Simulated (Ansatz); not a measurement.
Data:

End structure of the (111)B surface of zinc-blende CdTe, from a spin-polarised start, Te-terminated, 2x2 with 2 OH on 4 top atoms (bottom of the slab: 2 H on 4 bottom sites):

```
CELL_PARAMETERS angstrom
      9.36209     0.00000     0.00000
     -4.68105     8.10781     0.00000
      0.00000     0.00000    33.00000
ATOMIC_POSITIONS crystal
  Cd 0.34760 0.15225 0.28598
  Cd 0.83091 0.16892 0.32129
  Cd 0.33089 0.66904 0.32128
  Cd 0.84760 0.65230 0.28598
  Te 0.17606 0.32389 0.32807
  Te 0.66079 0.33905 0.32858
  Te 0.16076 0.83915 0.32854
  Te 0.67599 0.82382 0.32803
  Cd 0.16667 0.33333 0.41534
  Cd 0.66667 0.33333 0.41534
  Cd 0.16667 0.83333 0.41534
  Cd 0.66667 0.83333 0.41534
  Te 0.00000 0.00000 0.44429
  Te 0.50000 0.00000 0.44429
  Te 0.00000 0.50000 0.44429
  Te 0.50000 0.50000 0.44429
  Cd 0.99798 0.99696 0.53074
  Cd 0.49822 0.99667 0.53097
  Cd 0.00277 0.50353 0.53147
  Cd 0.50258 0.50364 0.53122
  Te 0.33294 0.16662 0.55920
  Te 0.83299 0.16668 0.55939
  Te 0.33426 0.66652 0.56156
  Te 0.83417 0.66668 0.56141
  Cd 0.32025 0.13517 0.64594
  Cd 0.82037 0.13528 0.64620
  Cd 0.35628 0.70725 0.64893
  Cd 0.85626 0.70717 0.64875
  Te 0.17332 0.34028 0.66549
  Te 0.67306 0.34028 0.66543
  Te 0.16956 0.83365 0.68581
  Te 0.66970 0.83335 0.68587
  H  0.33355 0.16686 0.23467
  H  0.83311 0.66620 0.23467
  O  0.14310 0.32271 0.72598
  H  0.24901 0.35056 0.73794
  O  0.64157 0.32312 0.72589
  H  0.74761 0.35267 0.73804
```

Model: 38-atom slab, 16.9 Å thick at the start with caps and adatoms, 3x3x1 mesh, Fermi-Dirac 0.025 eV, dipole correction, 8 atoms held, the rest relaxed; no symmetry held; spin-polarised from one start with parallel moments (other orders not tried), no spin-orbit, no U. The starting moment vanished. It is one candidate, not shown to be the stable structure of the face.

**Question.** Estimate the highest filled level below the top vacuum level that Ansatz (a program for electronic structure) with PBE returns for this input.

**Answer.** 5.44 eV

**Question.** Estimate the gap of the slab on its k-mesh that PBE returns for this input.

**Answer.** 1.04 eV
